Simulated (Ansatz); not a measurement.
BeSe (model structure, started from the wurtzite type, P6₃mc, No. 186, 4 atoms in the cell), treated with PBEsol (Ansatz, a quantum-chemistry and plane-wave program, PAW).

Excerpt of the program's output:

```
Crystal: 4 atoms, lattice volume = 67.505 Å³
Basis set: ecut = 520 eV, 1799 PW (Γ), exchange–correlation on 54×54×90 points (8 copies of the dense FFT grid, shifted against one another)
Bands: 22, of which v1, the nominal top of the filled ones, is band 18 counted from 1 (17 counted from 0)
Symmetry: 12 space group operations
Space group: P63mc (ITA 186), of the structure as read, at distance tolerance 4.1e-5 Å
k-points: 76 of 864 (time reversal used)
Functional: x = pbesol(κ = 0.804, μ = 0.12345679012345678), c = pbesol(β = 0.046)
SCF iter   1: F=—  HF=-11032.305797 eV  |F-HF|=—  |Δ(HF+E_count)|=         —  Δρ=2.07e-3  dr2=4.02e-3
SCF iter   2: F=—  HF=-11032.304434 eV  |F-HF|=—  |Δ(HF+E_count)|=   1.36e-3  Δρ=1.16e-3  dr2=1.30e-3
  ...
SCF iter   7: F=—  HF=-11032.304328 eV  |F-HF|=—  |Δ(HF+E_count)|=   3.92e-8  Δρ=1.15e-6  dr2=1.12e-9
SCF iter   8: F=-11032.304328 eV  HF=-11032.304328 eV  |F-HF|=0.00e0  |Δ(HF+E_count)|=  5.22e-10  Δρ=1.77e-7  dr2=1.92e-11
SCF 1 converged in 8 iterations: F = -11032.304328 eV  dr2 = 1.92e-11
SCF converged after 8 iterations
Free energy (F): -11032.304328 eV
Internal energy: -11032.304328 eV  (E = F + TS)
E sigma→0 (E₀):  -11032.304328 eV
Fermi energy:    8.639588 eV
--- Stress (GPa, compression-positive) ---
        0.000562       0.000000       0.000000
        0.000000       0.000562      -0.000000
        0.000000      -0.000000       0.000353
  P = ⅓ Tr σ = 0.0005 GPa (0.005 kbar)
```

Problem. Write an input file that could have produced this run (the log leaves some choices open).

Solution. This is not unique; one that fits is 
Ansatz 0.2 input:
```yaml
crystal:
  lattice:
    - [3.6151721583, -0.0000002884, 0.0]
    - [-1.8075858295, 3.1308310724, 0.0]
    - [0.0, 0.0, 5.964104849]
  atoms:
    - { symbol: Be, position: [0.6666666667, 0.3333333333, -0.000533222] }
    - { symbol: Be, position: [0.3333333333, 0.6666666667, 0.499466778] }
    - { symbol: Se, position: [0.6666666667, 0.3333333333, 0.625733222] }
    - { symbol: Se, position: [0.3333333333, 0.6666666667, 0.125733222] }
basis:
  ecutwfc: 520
  ecutrho_ratio: 4
  xc_grid: 2
kpoints:
  mp_grid: { grid: [12, 12, 6] }
  band_path:
    path:
      - [0.0, 0.0, 0.0]
      - [0.05, 0.0, 0.0]
      - [0.1, 0.0, 0.0]
      - [0.15, 0.0, 0.0]
      - [0.2, 0.0, 0.0]
      - [0.25, 0.0, 0.0]
      - [0.3, 0.0, 0.0]
      - [0.35, 0.0, 0.0]
      - [0.4, 0.0, 0.0]
      - [0.45, 0.0, 0.0]
      - [0.5, 0.0, 0.0]
      - [0.466667, 0.066667, 0.0]
      - [0.433333, 0.133333, 0.0]
      - [0.4, 0.2, 0.0]
      - [0.366667, 0.266667, 0.0]
      - [0.333333, 0.333333, 0.0]
      - [0.30303, 0.30303, 0.0]
      - [0.272727, 0.272727, 0.0]
      - [0.242424, 0.242424, 0.0]
      - [0.212121, 0.212121, 0.0]
      - [0.181818, 0.181818, 0.0]
      - [0.151515, 0.151515, 0.0]
      - [0.121212, 0.121212, 0.0]
      - [0.090909, 0.090909, 0.0]
      - [0.060606, 0.060606, 0.0]
      - [0.030303, 0.030303, 0.0]
      - [0.0, 0.0, 0.125]
      - [0.0, 0.0, 0.25]
      - [0.0, 0.0, 0.375]
      - [0.0, 0.0, 0.5]
      - [0.05, 0.0, 0.5]
      - [0.1, 0.0, 0.5]
      - [0.15, 0.0, 0.5]
      - [0.2, 0.0, 0.5]
      - [0.25, 0.0, 0.5]
      - [0.3, 0.0, 0.5]
      - [0.35, 0.0, 0.5]
      - [0.4, 0.0, 0.5]
      - [0.45, 0.0, 0.5]
      - [0.5, 0.0, 0.5]
      - [0.466667, 0.066667, 0.5]
      - [0.433333, 0.133333, 0.5]
      - [0.4, 0.2, 0.5]
      - [0.366667, 0.266667, 0.5]
      - [0.333333, 0.333333, 0.5]
      - [0.30303, 0.30303, 0.5]
      - [0.272727, 0.272727, 0.5]
      - [0.242424, 0.242424, 0.5]
      - [0.212121, 0.212121, 0.5]
      - [0.181818, 0.181818, 0.5]
      - [0.151515, 0.151515, 0.5]
      - [0.121212, 0.121212, 0.5]
      - [0.090909, 0.090909, 0.5]
      - [0.060606, 0.060606, 0.5]
      - [0.030303, 0.030303, 0.5]
      - [0.5, 0.0, 0.375]
      - [0.5, 0.0, 0.25]
      - [0.5, 0.0, 0.125]
      - [0.333333, 0.333333, 0.375]
      - [0.333333, 0.333333, 0.25]
      - [0.333333, 0.333333, 0.125]
    npoints: 1
hamiltonian:
  xc: pbesol
  dispersion: none
  pseudopotentials: { kind: paw }
scf:
  occupations: { method: fermi_dirac, width: 0.01 }
  convergence: { dr2_threshold: 0.0000000004 }
output:
  forces: true
  stress: true
  eigenvalues: true
  write_bands: true
```

The PAW data were made under PBE.

Note: the relaxation could raise the start's symmetry but not lower it, so the cell can be a saddle point.

Cost on a shared machine: about 16 core-seconds (a rough figure).

A model structure was made by putting elements into a prototype or built by hand; it is no filed structure, need not be a known phase, and can be a saddle point held by its symmetry.
